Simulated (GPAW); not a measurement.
# σyy against uniaxial strain in fcc Ir (space group 225): C12 (GPAW, PBEsol)

```yaml
crystal:
  lattice:
    - [0.00000, 1.91328, 1.91328]
    - [1.88458, 0.00000, 1.91328]
    - [1.88458, 1.91328, 0.00000]
  atoms:
    - { symbol: Ir, position: [0.00000, 0.00000, 0.00000] }
```

Computed with PBEsol, GPAW PAW datasets PBEsol (made by gpaw-setup) (plane waves; GPAW). Settings: mode = pw; ecut = 585 eV; xc = PBEsol; kpts = 38 38 38; mesh shift (steps) = 0 0 0; occupations.name = fermi-dirac; occupations.width = 0.05 eV; nbands = -9; convergence.density = 1e-06 e/electron; convergence.energy = 1e-06 eV/electron; symmetry.symmorphic = false; symmetry.tolerance = 0.0005; maxiter = 100. The cell above is the first row's. The rows stretch one cube axis (x) by the strain ε and hold the other two. Stress is positive in tension. In all rows the k mesh is held.

```
ε (%)  σyy (GPa)
-----  ---------
-1.5       -3.90
-1.0       -2.49
-0.5       -1.13
0.0         0.18
0.5         1.44
1.0         2.64
1.5         3.80
2.0            ?
```

Task: Using a parabola, estimate the missing σyy at ε = 2.0 from the other rows, showing the fit.

Result: Least squares gives σyy = 0.180 + 2.5664·ε - 0.1024·ε². Residuals (row less fit): 0.000, -0.001, -0.001, 0.000, 0.002, -0.004, 0.001; standard error 0.003 (degrees of freedom: 4). The slope at ε = 0, 2.5664 GPa per cent, gives C12 ≈ 100 × 2.5664 = 257 GPa, for the static lattice. At the withheld row, σyy = 0.180 + 2.5664 × 2.0 - 0.1024 × 2.0² = 4.903 GPa. The calculation gives 4.91 GPa, 0.007 GPa above the prediction (0.1 % of the range of σyy in the table). The row lies outside the fitted rows, so this is an extrapolation.

Carrying the step between the two nearest rows on in a straight line would have given 4.96, off by 0.05; series whose last step already gives the withheld value aren't shown. The reference cell has the volume at which an earlier scan in this program and functional put its minimum by a fit. The unstrained cell stands at a pressure of -0.18 GPa, and the constants belong to that pressure. Spin polarisation is off. Spin-orbit coupling is off. Without a gap such slopes are sensitive to mesh and smearing. Cutoffs and mesh are single choices, not tested for convergence of this quantity. Series with a scatter that would blur these digits, or in which a gap closes, are not shown. Strain series were run only where this level's volume lies within 10 % of a first guess from the measured size.
